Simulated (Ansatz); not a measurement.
TiRh (P4/mmm): band-structure transport figures

Input:

```xyz
2
Lattice="2.9143 0.0000 0.0000 0.0000 2.9143 0.0000 0.0000 0.0000 3.3998" Properties=species:S:1:pos:R:3 pbc="T T T"
Ti     1.4572     1.4572     1.6999
Rh     0.0000     0.0000     0.0000
```

Computed with r2SCAN, rigid bands (plane waves, PAW, scalar-relativistic; Ansatz, a first-principles code). Condition of this run: functional r2SCAN on the same cell. Cell: cell and atoms relaxed with PBEsol.

The density of states at the Fermi level is 2.48 states/(eV·cell), both spins and the bare Sommerfeld coefficient comes out as 2.9 mJ/(mol of atoms·K²). The drude plasma energy is 5.7 (x), 5.7 (y), 6.9 (z) eV and the root-mean-square Fermi velocity is 4.1e5 m/s. The resistivity times τ comes out as 15.2 (x), 15.2 (y), 10.1 (z) ×10⁻²² Ω·m·s.

A metal at this level (no band gap); rigid bands, thermally averaged at 300 K, both spins. Spin-orbit coupling is left out. τ is one relaxation time for all states.

Formula and space group known from diffraction (Crystallography Open Database), not checked to be the room-temperature form: TiRh (P4/mmm).
